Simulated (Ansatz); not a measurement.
By PBEsol, the system below comes out a metal.

A figure of merit of an interconnect metal is its ballistic conductance per area.

```yaml
crystal:
  lattice:
    - [3.73539, 0.00000, 0.00000]
    - [0.00000, 3.73539, 0.00000]
    - [0.00000, 0.00000, 3.73539]
  atoms:
    - { symbol: Cu, position: [0.00000, 0.50000, 0.50000] }
    - { symbol: Cu, position: [0.50000, 0.00000, 0.50000] }
    - { symbol: Cu, position: [0.50000, 0.50000, 0.00000] }
    - { symbol: Au, position: [0.00000, 0.00000, 0.00000] }
```

The cell is taken as given; by PBEsol it stands under a pressure of -2.9 GPa.

The current flows along the normal of the first two printed cell vectors, the (001) plane of the conventional cell. No spin-orbit coupling; the value is a mean over 0.1 eV about the Fermi level.

Predict the ballistic conductance per area from PBEsol (Ansatz, a first-principles code).

0.77 × 10¹⁵ S/m² for both spins.
